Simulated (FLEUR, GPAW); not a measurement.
A FLEUR input for a self-consistent single point of GaSb (F-43m, 2 atoms in the cell) (DFT, PBE, all-electron FLAPW (FLEUR), scalar-relativistic valence):

Input of the input generator:

```
GaSb crystal
&input film=f /
-0.0000000000 5.7744682444 5.7744682444
5.7744682444 -0.0000000000 5.7744682444
5.7744682444 5.7744682444 -0.0000000000
1.0
1.0 1.0 1.0

2
31 0.0000000000 0.0000000000 0.0000000000
51 0.7500000000 0.7500000000 0.7500000000

&comp jspins=1 /
&kpt div1=9 div2=9 div3=9 /
&end /
```

```xml
<?xml version="1.0" encoding="UTF-8" standalone="no"?>
<fleurInput fleurInputVersion="0.39">
   <comment>
      GaSb crystal                                                                                        
   </comment>
   <calculationSetup>
      <cutoffs Kmax="4.3" Gmax="15.0" GmaxXC="15.0" numbands="0"/>
      <scfLoop itmax="100" minDistance="0.00001" maxIterBroyd="40" imix="Anderson" alpha="0.05" precondParam="0.0" spinf="2.0"/>
      <coreElectrons ctail="T" frcor="F" kcrel="0" coretail_lmax="0"/>
      <xcFunctional name="pbe" relativisticCorrections="F"/>
      <magnetism jspins="1"/>
      <soc l_soc="F" theta="0.0" phi="0.0" spav="F"/>
      <expertModes spex="0" secvar="F"/>
      <geometryOptimization l_f="T" forcealpha="1.0" forcemix="BFGS" epsdisp="0.00001" epsforce="0.00001"/>
      <ldaU l_linMix="F" mixParam="0.05" spinf="1.0"/>
   </calculationSetup>
   <cell>
      <bzIntegration valenceElectrons="28.0" mode="gauss" fermiSmearingEnergy="0.00367493">
         <kPointListSelection listName="default-1"/>
         <!-- k-points included here -->
         <xi:include xmlns:xi="http://www.w3.org/2001/XInclude" href="kpts.xml"> </xi:include>
      </bzIntegration>
      <!-- symmetry operations included here -->
      <xi:include xmlns:xi="http://www.w3.org/2001/XInclude" href="sym.xml"> </xi:include>
      <bulkLattice scale="1.0">
         <bravaisMatrix>
            <row-1>    0.0000000000000000     5.7744682444000004     5.7744682444000004</row-1>
            <row-2>    5.7744682444000004     0.0000000000000000     5.7744682444000004</row-2>
            <row-3>    5.7744682444000004     5.7744682444000004     0.0000000000000000</row-3>
         </bravaisMatrix>
      </bulkLattice>
   </cell>
   <atomSpecies>
      <species name="Gallium (Ga)" element="Ga" atomicNumber="31">
         <mtSphere radius="2.34" gridPoints="807" logIncrement="0.015"/>
         <atomicCutoffs lmax="10" lnonsphr="8"/>
         <electronConfig flipSpins="F">
            <coreConfig>(1s1/2) (2s1/2) (2p1/2) (2p3/2) (3s1/2) (3p1/2) (3p3/2)</coreConfig>
            <valenceConfig>(4s1/2) (3d3/2) (3d5/2) (4p1/2) (4p3/2)</valenceConfig>
            <stateOccupation state="(4p1/2)" spinUp="0.1666666666667" spinDown="0.1666666666667"/>
            <stateOccupation state="(4p3/2)" spinUp="0.3333333333333" spinDown="0.3333333333333"/>
         </electronConfig>
         <energyParameters s="4" p="4" d="3" f="4"/>
      </species>
      <species name="Antimony (Sb)" element="Sb" atomicNumber="51">
         <mtSphere radius="2.34" gridPoints="807" logIncrement="0.016"/>
         <atomicCutoffs lmax="10" lnonsphr="8"/>
         <electronConfig flipSpins="F">
            <coreConfig>(1s1/2) (2s1/2) (2p1/2) (2p3/2) (3s1/2) (3p1/2) (3p3/2) (4s1/2) (3d3/2) (3d5/2) (4p1/2) (4p3/2)</coreConfig>
            <valenceConfig>(5s1/2) (4d3/2) (4d5/2) (5p1/2) (5p3/2)</valenceConfig>
            <stateOccupation state="(5p1/2)" spinUp="0.5" spinDown="0.5"/>
            <stateOccupation state="(5p3/2)" spinUp="1.0" spinDown="1.0"/>
         </electronConfig>
         <energyParameters s="5" p="5" d="5" f="4"/>
         <lo type="SCLO" l="2" n="4" eDeriv="0"/>
      </species>
   </atomSpecies>
   <atomGroups>
      <atomGroup species="Gallium (Ga)">
         <relPos label="                   1">.0000000000 .0000000000 .0000000000</relPos>
         <force calculate="T" relaxXYZ="TTT"/>
      </atomGroup>
      <atomGroup species="Antimony (Sb)">
         <relPos label="                   2">-1.000/4.000 -1.000/4.000 -1.000/4.000</relPos>
         <force calculate="T" relaxXYZ="TTT"/>
      </atomGroup>
   </atomGroups>
   <output dos="F" band="F" slice="F">
      <checks vchk="F" cdinf="F"/>
      <bandDOS minEnergy="-.5*Htr" maxEnergy="0.5*Htr" sigma="0.015" storeEVData="T"/>
      <vacuumDOS vacdos="F" integ="F" star="F" nstars="0" locx1="0.0" locy1="0.0" locx2="0.0" locy2="0.0" nstm="0" tworkf="0.0"/>
      <unfoldingBand unfoldBand="F" supercellX="1" supercellY="1" supercellZ="1"/>
      <plotting iplot="0" polar="F">
         <plot TwoD="T" vec1="  1.0  0.0  0.0" vec2="  0.0  1.0  0.0" vec3="  0.0  0.0  1.0" zero="  0.0  0.0  0.0" file="plot"/>
      </plotting>
      <chargeDensitySlicing numkpt="0" minEigenval="0.0" maxEigenval="0.0" nnne="0" pallst="F"/>
      <specialOutput eonly="F"/>
      <magneticCircularDichroism mcd="F" energyLo="-10.0" energyUp="0.0"/>
   </output>
  <!-- We include the file relax.xml here to enable relaxations (see documentation) -->
  <xi:include xmlns:xi="http://www.w3.org/2001/XInclude" href="relax.xml"> <xi:fallback/> </xi:include>
</fleurInput>
```

Task: Translate this input to GPAW.

Result: This is the input that was run; spellings and numerical settings could be chosen otherwise.

```python
from ase import Atoms
from ase.units import GPa
from gpaw import GPAW

atoms = Atoms(['Ga', 'Sb'],
              cell=[[0.000000, 3.055717, 3.055717],
                    [3.055717, 0.000000, 3.055717],
                    [3.055717, 3.055717, 0.000000]],
              positions=[[0.000000, 0.000000, 0.000000],
                         [4.583576, 4.583576, 4.583576]],
              pbc=True)

calc = GPAW(mode={'name': 'pw', 'ecut': 550},
            xc='PBE',
            kpts=(9, 9, 9),
            occupations={'name': 'methfessel-paxton', 'width': 0.1, 'order': 0},
            nbands=-8,
            convergence={'density': 1e-05, 'energy': 1e-05},
            symmetry={'symmorphic': False, 'tolerance': 0.0005},
            maxiter=150,
            txt='-')

atoms.calc = calc

energy = atoms.get_potential_energy()
print('Energy (eV):', round(energy, 6))
forces = atoms.get_forces()
print('Forces (eV/Ang):')
print(forces.round(5))
stress = atoms.get_stress()
print('Stress (GPa, Voigt):', (stress / GPa).round(4))
```

Basis, cutoffs, solver keys and any potentials are the target program's own. This input uses DFT PBE, plane waves, GPAW PAW datasets PBE (gpaw-data 1.0.1).

The starting cell comes from a database of computed structures (which also holds hypothetical and non-ambient phases and stackings), without a prior relaxation at this level. Its lattice was rescaled by a random factor within 2.5 % of one.
